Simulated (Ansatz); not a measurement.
Worked example: self-consistent single point of MgTl (P4mm, 2 atoms in the cell) in Ansatz (a program for electronic structure).

Computed with LDA (PW92), default PAW files made with PBE (plane waves; Ansatz).

```xyz
2
Lattice="3.6196 0.0000 0.0000 0.0000 3.6196 0.0000 0.0000 0.0000 3.6196" Properties=species:S:1:pos:R:3 pbc="T T T"
Mg     0.0000     0.0000     0.0500
Tl     1.8098     1.8098     1.8098
```

Reference input (self-consistent single point, DFT, LDA (PW92), plane waves, default PAW files made with PBE): basis.ecutwfc = 420 eV; kpoints.mp_grid.grid = 9 9 9; hamiltonian.xc = lda; hamiltonian.pseudopotentials = {kind: paw} (the program's default PAW files); scf.occupations.method = gaussian; scf.occupations.width = 0.1 eV. This run's input differs from it in these lines:

Ansatz 0.2 input:
```diff
@@ -12,3 +12,3 @@
 kpoints:
-  mp_grid: { grid: [9, 9, 9] }
+  mp_grid: { grid: [15, 15, 15] }
 hamiltonian:
@@ -17,3 +17,3 @@
 scf:
-  occupations: { method: gaussian, width: 0.1 }
+  occupations: { method: gaussian, width: 0.5 }
 output:
```

The program printed (abridged):

```
SCF iter   1: F=—  HF=-13048.459915 eV  |F-HF|=—  |Δ(HF+E_count)|=         —  Δρ=6.21e-3  dr2=1.29e-2  ethr=1.77e-3  ⟨swp⟩=5.0  Hψ=20166  notcnv=0
all-band conjugate gradients solve this SCF's bands
preconditioner: auto → none
SCF iter   2: F=—  HF=-13048.452591 eV  |F-HF|=—  |Δ(HF+E_count)|=   7.32e-3  Δρ=2.72e-3  dr2=3.58e-3  ethr=5.61e-5  ⟨swp⟩=2.3  Hψ=9373  notcnv=0
SCF iter   3: F=—  HF=-13048.450997 eV  |F-HF|=—  |Δ(HF+E_count)|=   1.59e-3  Δρ=3.70e-4  dr2=5.44e-5  ethr=1.56e-5  ⟨swp⟩=2.0  Hψ=7589  notcnv=0
SCF iter   4: F=—  HF=-13048.450988 eV  |F-HF|=—  |Δ(HF+E_count)|=   9.43e-6  Δρ=1.18e-4  dr2=5.83e-6  ethr=2.37e-7  ⟨swp⟩=2.0  Hψ=7931  notcnv=0
SCF iter   5: F=—  HF=-13048.450986 eV  |F-HF|=—  |Δ(HF+E_count)|=   1.65e-6  Δρ=3.04e-5  dr2=3.99e-7  ethr=2.54e-8  ⟨swp⟩=2.0  Hψ=6756  notcnv=0
SCF iter   6: F=-13048.450986 eV  HF=-13048.450986 eV  |F-HF|=4.79e-8  |Δ(HF+E_count)|=   1.49e-7  Δρ=8.55e-6  dr2=6.12e-8  ethr=4.35e-10  ⟨swp⟩=6.6  Hψ=20673  notcnv=0
SCF 1 converged in 6 iterations: F = -13048.450986 eV  dr2 = 6.12e-8
Free energy (F): -13048.450986 eV
Internal energy: -13048.353152 eV  (E = F + TS)
E sigma→0 (E₀):  -13048.402069 eV
Entropy (-TS):   -0.097834 eV (-48.917 meV/atom)
Fermi energy:    9.168113 eV
--- Forces (eV/Å), atoms counted from 1 ---
  atom   1  Mg    -0.00000000     0.00000000    -0.07775771
  atom   2  Tl    -0.00000000     0.00000000     0.07782239
--- Stress (GPa, compression-positive) ---
       -1.609109       0.000000       0.000000
        0.000000      -1.609109       0.000000
        0.000000       0.000000      -1.639231
  P = ⅓ Tr σ = -1.6191 GPa (-16.191 kbar)
  The stress holds the Pulay correction. Without it, at fixed plane waves, as pw.x and ABINIT print it: P = -1.6448 GPa
```

The run converged in 6 iterations. Against the reference run the free energy drops by 21.2 meV/atom, the pressure goes from -1.95 to -1.62 GPa and the largest force hardly changes (0.077 to 0.078 eV/Å).

The starting cell comes from a database of computed structures (which also holds hypothetical and non-ambient phases and stackings), without a prior relaxation at this level. Its lattice was rescaled by up to half a per cent. One atom was moved a little off its site on purpose. Ansatz's pressure includes its estimate of the finite-basis (Pulay) stress.
